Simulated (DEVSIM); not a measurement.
System: abrupt Ge n-p junction, at 300 K.

Layer 1 from the left is Ge, thickness (μm) 0.110, Nd (cm⁻³) 1.5e16, τn (s) 0.00023, τp (s) 0.00023. Layer 2 from the left is Ge, thickness (μm) 0.560, Na (cm⁻³) 8.4e14, τn (s) 0.00023, τp (s) 0.00023.

Left contact: ohmic. Right contact: ohmic. Voltage is applied to the left contact. Recombination: SRH at mid-gap, radiative, Auger. Mobility is constant in doping.

The device is made up for the run: typed textbook-type constants, with dimensions and the other settings drawn at random. Values at 300 K.

Ge: gap (eV) 0.664, affinity (eV) 4, permittivity 16, Nc (cm⁻³) 1.04e19, Nv (cm⁻³) 6e18, μn (cm²/Vs) 3900, μp (cm²/Vs) 1900, B (cm³/s) 6.4e-14, Cn (cm⁶/s) 1e-31, Cp (cm⁶/s) 1e-31.

DEVSIM, 1D drift-diffusion, Boltzmann statistics, complete ionisation; no tunnelling, impact ionisation, image-force lowering or self-heating.

### Question
What does the simulation give for the largest field in the device at zero bias, the dark forward voltage at 100 A/cm², the potential step across the device at zero bias?

### Answer
largest field in the device at zero bias 7900 V/cm; dark forward voltage at 100 A/cm² 0.152 V; potential step across the device at zero bias 0.265 V.
